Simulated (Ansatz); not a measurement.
System: O vacancy in monoclinic HfO2 with all lengths changed by -1 % (charge state +2). All values below come from PBE, PAW (plane waves to 420 eV; Ansatz, a program for electronic structure).

Settings: 96 host sites, the strained lattice (strain from the relaxed PBE one, atoms relaxed), the Γ point alone, smearing 0.01 eV, spin-restricted, no image-charge correction. Energies are static. Spin-orbit coupling is left out. The charge state is imposed; whether it is stable for some Fermi level was not computed. Forms of the defect that were not tried may lie lower. The start lies 0.73 eV above the lowest site run (PBE).

Barriers: single points on a 2×2×2 k-point mesh shifted by half a step at the bands' geometries.

The step: one O atom jumps into the vacancy from a nearby O site. Atoms about the jump, Cartesian Å from the middle of the jump, before and after:

```
atom     x0     y0     z0     x1     y1     z1
----  -----  -----  -----  -----  -----  -----
O1     0.14  -0.90   0.06  -0.14   0.90  -0.06
Hf2    0.96   0.15   1.66   0.95   0.31   1.68
Hf3   -0.95  -0.31  -1.68  -0.96  -0.15  -1.66
O4    -2.04  -1.81  -0.87  -1.83  -1.74  -0.74
O5     1.83   1.74   0.74   2.04   1.81   0.87
O6    -0.68   1.34   2.39  -0.71   1.36   2.55
O7     0.71  -1.36  -2.55   0.68  -1.34  -2.39
O8    -0.18  -1.34   2.70  -0.15  -1.34   2.57
O9     0.15   1.34  -2.57   0.18   1.34  -2.70
Hf10  -1.35  -2.34   1.07  -1.46  -2.45   1.16
Hf11   1.46   2.45  -1.16   1.35   2.34  -1.07
```

Problem. Give the saddle-point geometry and the barrier.

Solution. 
```
atom      x      y      z
----  -----  -----  -----
O1     0.00   0.00   0.00
Hf2    0.98   0.24   1.71
Hf3   -0.98  -0.23  -1.72
O4    -1.93  -1.82  -0.84
O5     1.94   1.83   0.83
O6    -0.69   1.38   2.49
O7     0.69  -1.37  -2.50
O8    -0.16  -1.34   2.63
O9     0.16   1.35  -2.63
Hf10  -1.42  -2.38   1.10
Hf11   1.42   2.38  -1.11
```
It lies 0.36 eV above the start and 0.36 eV above the end. The saddle point's order was not checked, and it lies on a symmetry element of the cell, where a band can be held.
